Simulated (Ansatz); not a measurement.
## HfC (P6₃/mmc, No. 194; start mp-1096993; another space group than a measured phase of this formula): bulk modulus by level of theory

No measured value is used here.

```tsv
level (code)	value (GPa)	cell (Å³/atom)
LDA (Ansatz)	260	11.92
PBEsol (Ansatz)	247	12.19
r²SCAN (Ansatz)	___	12.45
```

### Question
Fill in the missing entries.

### Answer

- r²SCAN (Ansatz, a first-principles code), value (GPa): 242

Density-functional levels without +SOC have no spin–orbit coupling. LDA, PBEsol, r²SCAN: the bulk modulus is −V dP/dV from two relaxed cells at ±2 % in volume. LDA, PBEsol, r²SCAN: the relaxation could not lower the start's symmetry, so the cell can be a saddle point above a distorted one. Each level is taken at its own relaxed cell. Cutoffs differ between the levels. Ansatz's density-functional and Hartree–Fock values are scalar-relativistic unless marked +SOC, with PAW data made under PBE.

A start named mp-… is a Materials Project structure, which can be a computed phase never made.
